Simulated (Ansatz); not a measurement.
HgS, response to strain

The parent structure is HgS in the zinc blende structure (space group F-43m, No. 216; a = 5.812 Å). Axes: x, y, z lie along the cube axes.

Strains are applied to the cell and any free atomic positions relax; under biaxial strain the out-of-plane vector relaxes too.

Computed with Ansatz (an electronic-structure program) LDA, no SOC.

Candidates:
(a) biaxial strain +2.50 %, plane normal [111], relaxed out of plane
(b) biaxial strain +0.83 %, plane normal [111], relaxed out of plane
(c) biaxial strain +1.25 %, plane normal [111], relaxed out of plane
(d) biaxial strain −2.50 %, plane normal [111], relaxed out of plane

Notes on the quantities. energy relative to the base: free energy F.

Question: Order them by energy relative to the base, highest first.

Answer: (a) biaxial strain +2.50 %, plane normal [111], relaxed out of plane (+9.9 meV/atom), (d) biaxial strain −2.50 %, plane normal [111], relaxed out of plane (+9.2 meV/atom), (c) biaxial strain +1.25 %, plane normal [111], relaxed out of plane (+2.4 meV/atom), (b) biaxial strain +0.83 %, plane normal [111], relaxed out of plane (+1.1 meV/atom)

A case with no gap was solved on a k-mesh chosen for an insulator, which is coarse for it. Stability against distortions was not tested. All final runs are without spin polarisation.
